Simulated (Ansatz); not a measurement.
Take Nb₃Sn in the A15 (Cr3Si type) structure (space group Pm-3n, No. 223; a = 5.2586 Å) as the base.

Structures relaxed with Ansatz (an electronic-structure program) PBEsol, no SOC.

Base:

Simulated powder pattern, Cu Kα1, λ = 1.54056 Å (kinematic, ideal powder, no thermal factors, no anomalous dispersion; the 14 strongest lines at most, above 2 %, up to 2θ = 90°):

| 2θ (°) | I/Imax (%) | hkl |
|---|---|---|
| 23.91 | 2.5 | (110) |
| 34.07 | 44 | (200) |
| 38.24 | 100 | (210) |
| 42.05 | 96 | (211) |
| 60.98 | 6.2 | (222) |
| 63.76 | 21 | (320) |
| 66.47 | 48 | (321) |
| 71.74 | 17 | (400) |
| 81.85 | 13 | (420) |
| 84.33 | 20 | (421) |
| 86.80 | 12 | (332) |

After one change:

Simulated powder pattern, Cu Kα1, λ = 1.54056 Å (kinematic, ideal powder, no thermal factors, no anomalous dispersion; the 14 strongest lines at most, above 2 %, up to 2θ = 90°):

```csv
2θ (°),I/Imax (%)
23.82,2.5
33.93,44
38.08,100
41.88,96
60.72,6.2
63.48,21
66.18,48
71.41,17
81.47,13
83.93,20
86.37,12
```

**Question.** Which change produced these results?
(A) pressure 7.5 GPa
(B) pressure 1.5 GPa
(C) pressure −2 GPa
(D) pressure 0.7 GPa

**Answer.** C, pressure −2 GPa. Its volume per atom is 18.39 Å³ against 18.18 Å³, and its space group is Pm-3n (No. 223).

Load acts through the strain it causes; cell and atoms are relaxed under it. Whether these cells are dynamically stable was not tested. Competing high-pressure phases were not computed. The final runs are not spin-polarised.
